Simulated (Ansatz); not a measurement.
We consider PbF2 (within 0.1 Å of Fm-3m, No. 225, 6 atoms in the cell; start mp-685150; a measured phase of this formula has another space group), described by PBE0 in Ansatz (plane waves, PAW).

Numerical settings: plane-wave cutoff 460 eV, 4×6×6 k mesh (along the axes of the cell as run), Fermi–Dirac smearing 0.01 eV, scalar-relativistic PAW data made under PBE.

Cell (relaxed with PBE-D3(BJ)):

PbF$_{2}$ is taken in the cubic space group Fm-3m (No. 225), the fluorite structure, Pearson symbol cF12. Cell: a = b = c = 5.963 Å, α = β = γ = 90.00°. Pb on 4a is surrounded by 8 F at 2.582 Å (cubic). F on 8c has 4 Pb at 2.582 Å (tetrahedral). (Neighbours: up to the widest gap in distance over summed covalent radii, below 1.35, at either atom; cation-cation and far metal-metal contacts left out.)
(The calculation used a cell of 6 atoms; values per cell refer to that cell.)

### Question
Predict the band gap and smallest direct gap on the k points sampled.

### Answer

- band gap: 6.47 eV
- smallest direct gap on the k points sampled: 6.60 eV

Note: cell and atoms aren't relaxed at this level (pressure -0.5 GPa).

Spin–orbit coupling is not included; with these elements it can move the gap by several tenths of an eV or more.

Cost on a shared machine: very roughly 6 core-minutes.

A start named mp-… is a Materials Project structure, which need not be a measured phase.

Ansatz is a quantum-chemistry and plane-wave program.
